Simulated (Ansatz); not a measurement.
Levels about the gap of amorphous silicon oxynitride (Si$_{24}$O$_{45}$N$_{2}$) (71 atoms in a cell of 1072 Å³, 2.20 g/cm³; zone centre alone, so wide bands show as single levels with stretches between that a denser mesh fills), at the geometry that PBE relaxed, where it gives 0.0 GPa on a denser mesh. The participation number counts the atoms over which a state spreads; weights are charges in smoothed Voronoi cells. The levels come from a single point, so bond lengths are those of that geometry. Method of the levels: PBE, scalar-relativistic without spin-orbit coupling (Ansatz, a program for electronic structure). Sampling: the zone centre alone; Fermi-Dirac width 0.02 eV; no spin polarisation. At PBE the levels at the filled edge of the gap are localised (band-tail or defect states), and the nearest spread-out levels lie 5.2 eV apart at the zone centre.

The cell was made by melting and quenching with the CHGNet potential and then relaxed with DFT. O and N atoms were pushed apart under 1.9 Å during the dynamics, to hinder bonds among them. The hot cell started wider than the set density and was brought back towards it in steps. It is the lowest in DFT energy of 2 quenches. It is a model cell: composition and starting density were chosen by hand, and all elements were melted together. No dispersion term was used. Its density started from a set value of 2.20 and ended at 2.20 g/cm³. The simulated quench (nominally 480 K/ps over its main leg) is rapid and tends to freeze in more defects than a deposited or slowly cooled glass has. Values belong to this one cell and scatter from quench to quench. The volume was held where the preparation left it and the shape relaxed, at a PBE pressure of 0.0 GPa.

```tsv
E - E(highest filled), eV	filling	participation number	largest on	weight O	weight N	weight Si
-2.18	filled	11.3	O, 2 neighbours	0.94	0.01	0.05
-2.11	filled	13.9	O, 2 neighbours	0.93	0.02	0.04
-2.06	filled	8.8	O, 2 neighbours	0.94	0.01	0.05
-1.87	filled	6.9	O, 2 neighbours	0.95	0.01	0.04
-1.66	filled	3.7	N, 3 neighbours	0.43	0.49	0.08
-0.23	filled	1.9	N, 2 neighbours	0.11	0.75	0.13
0.00	filled	1.8	N, 2 neighbours	0.13	0.75	0.12
2.96	empty	41.9	O, 3 neighbours	0.63	0.02	0.34
4.33	empty	29.5	O, 3 neighbours	0.62	0.02	0.36
4.47	empty	27.8	Si, 4 neighbours	0.56	0.01	0.43
4.81	empty	24.9	Si, 4 neighbours	0.53	0.04	0.43
5.01	empty	49.1	Si, 4 neighbours	0.61	0.04	0.34
5.22	empty	43.7	Si, 4 neighbours	0.61	0.02	0.37
5.35	empty	34.3	Si, 4 neighbours	0.58	0.04	0.38
```

Most localised among these is the filled level at +0.00 eV, on a N atom, which has 2 neighbours (Si 1.62 Å, Si 1.64 Å).
